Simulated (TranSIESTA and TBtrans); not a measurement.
## Pb chain with one bond stretched by 0.6 Å

System: Pb chain with one bond stretched by 0.6 Å. Leads: straight Pb chain, spacing 3.021 Å. Geometry: as built, not relaxed.

Method: TranSIESTA and TBtrans, PBE, DZP numerical orbitals (energy shift 0.15 eV), PseudoDojo norm-conserving scalar-relativistic potentials, mesh cutoff 200 Ry, 300 K, no spin polarisation, no spin-orbit coupling; self-consistent non-equilibrium Green functions.

```
Quantity                           Result
---------------------------------  ------
Conductance at 300 K (G0 = 2e²/h)    2.53
Mean T from −0.5 to 0.5 eV           2.27
```

Energies count from the leads' Fermi level. Transmissions are for one spin of a degenerate pair. The energy step is 0.01 eV; narrower resonances are cut or missed.

```csv
E (eV),T,lead channels
-2.00,0.61,1
-1.80,0.72,1
-1.60,0.78,1
-1.40,0.82,1
-1.20,0.84,1
-1.00,0.86,1
-0.80,0.87,1
-0.60,0.88,1
-0.40,1.81,3
-0.20,2.39,3
0.00,2.53,3
0.20,2.44,3
0.40,2.26,3
0.60,2.09,3
0.80,1.99,3
1.00,1.94,3
1.20,1.92,3
1.40,1.94,3
1.60,1.95,3
1.80,1.95,3
2.00,1.89,3
```

The straight chain is held at its spacing; free chains may zigzag or dimerise. No spin-polarised start was tried, so a magnetic state, if there is one, is missed. Spin-orbit coupling, left out here, matters for the heavy atoms.
